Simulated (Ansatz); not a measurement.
Structures of equal composition on the (110) surface of germanium: Sn on one of 2 atoms of the third shell, no caps; Sn on one of 2 atoms under the surface, no caps. The slabs share one bottom face, and each structure is named by its start. These are constructed structures in small cells; real faces may alloy, dewet or reconstruct in larger ones, and not all known structures of the face are among them. Slabs of about 16 Å with all that they carry, Fermi-Dirac smearing of 0.025 eV. Bottom of the slabs: built like the top, H on every dangling bond, free. Relaxed from the named starts with such symmetry as they have, on meshes of like density; energies extrapolated to zero smearing; no spin-orbit coupling, no U. Spin-polarised runs, if any, are marked in brackets, and their order is one that fits the cell; the others ran without spin. Where a second, spin-polarised start was run, the lower counts.

The numbers are results of PBE (plane waves to 420 eV, PAW; Ansatz, an electronic-structure program), not measurements.

Problem. Rank these by energy per 1x1 cell (lowest first), as PBE gives it.

Solution. Sn on one of 2 atoms under the surface, no caps (0.000 eV (like top atoms buckled by 1.0 Å), no gap over 0.04 eV on the mesh), Sn on one of 2 atoms of the third shell, no caps (0.220 eV (like top atoms buckled by 0.8 Å), no gap over 0.04 eV on the mesh)
